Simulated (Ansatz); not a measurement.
The reference is FeNi₃ in the Cu3Au type structure (space group Pm-3m, No. 221; ferromagnetic).

```
CELL_PARAMETERS angstrom
      3.51425     0.00000     0.00000
      0.00000     3.51425     0.00000
      0.00000     0.00000     3.51425
ATOMIC_POSITIONS crystal
  Ni 0.00000 0.50000 0.50000
  Ni 0.50000 0.50000 0.00000
  Ni 0.50000 0.00000 0.50000
  Fe 0.00000 0.00000 0.00000
```

Calculations: r2SCAN/PAW in Ansatz (a quantum-chemistry and plane-wave program), no spin-orbit coupling.

One change was made to it. Results:

```csv
quantity,base,after
lattice parameter a,3.514 Å,3.476 Å
magnetic state,ferromagnetic,ferromagnetic
```

Problem. What was done to the base?
(A) pressure 1.5 GPa
(B) pressure −1 GPa
(C) pressure 0.3 GPa
(D) pressure 7.5 GPa

Solution. D, pressure 7.5 GPa. For comparison, the lattice parameter a in the other runs: pressure 0.3 GPa gives 3.513 Å; pressure 1.5 GPa gives 3.506 Å; pressure −1 GPa gives 3.520 Å.

Other magnetic orders, which the real material may have, were not ruled out. Load acts through the strain it causes; cell and atoms are relaxed under it. Stability against distortions was not tested. No other phases were tried under pressure.
